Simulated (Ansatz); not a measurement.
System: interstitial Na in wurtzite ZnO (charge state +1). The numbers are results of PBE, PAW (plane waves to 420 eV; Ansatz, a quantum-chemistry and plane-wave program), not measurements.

72-site cell at the relaxed PBE lattice, one k-point at (0.125, 0.250, 0.250), smearing 0.01 eV, spin-restricted, no finite-size correction. Static, classical nuclei. The charge state is imposed; whether it is stable for some Fermi level was not computed. Sites that were not tried may lie lower.

Barriers: single points on a 2×2×2 k-point mesh shifted by half a step along c at the bands' geometries.

The step: a concerted move, in which Na travels most. Atoms about the jump, Cartesian Å from the middle of the jump, before and after:

```tsv
atom	x0	y0	z0	x1	y1	z1
Na1	-0.64	-0.57	-0.42	0.64	0.57	0.42
O2	-0.64	1.32	0.62	-1.11	1.59	0.38
O3	1.00	-1.52	0.61	1.13	-1.54	0.72
O4	0.95	0.35	-1.96	0.94	0.41	-1.89
Zn5	1.07	0.41	1.36	2.18	-0.32	2.08
Zn6	-0.65	1.55	-1.50	-0.85	1.44	-1.57
Zn7	1.19	-1.63	-1.51	1.03	-1.55	-1.36
O8	2.65	1.33	0.63	2.71	1.21	0.73
Zn9	-2.36	0.41	1.36	-2.31	0.39	1.27
O10	-2.29	-1.52	0.61	-2.22	-1.51	0.66
Zn11	-0.64	-2.55	1.36	-0.57	-2.46	1.31
Zn12	2.63	1.32	-1.37	2.68	1.30	-1.36
```

**Question.** Give the saddle-point geometry and the barrier.

**Answer.** 
```json
[
 {"atom": "Na1", "x": "0.14", "y": "0.11", "z": "0.16"},
 {"atom": "O2", "x": "-1.15", "y": "1.65", "z": "0.36"},
 {"atom": "O3", "x": "1.14", "y": "-1.65", "z": "0.70"},
 {"atom": "O4", "x": "0.87", "y": "0.36", "z": "-1.94"},
 {"atom": "Zn5", "x": "1.85", "y": "-0.17", "z": "1.88"},
 {"atom": "Zn6", "x": "-0.89", "y": "1.54", "z": "-1.62"},
 {"atom": "Zn7", "x": "1.08", "y": "-1.64", "z": "-1.50"},
 {"atom": "O8", "x": "2.56", "y": "1.21", "z": "0.68"},
 {"atom": "Zn9", "x": "-2.39", "y": "0.47", "z": "1.28"},
 {"atom": "O10", "x": "-2.15", "y": "-1.44", "z": "0.64"},
 {"atom": "Zn11", "x": "-0.59", "y": "-2.54", "z": "1.32"},
 {"atom": "Zn12", "x": "2.57", "y": "1.28", "z": "-1.37"}
]
```
It lies 0.95 eV above the start and 0.15 eV above the end. The program found a first-order saddle point.
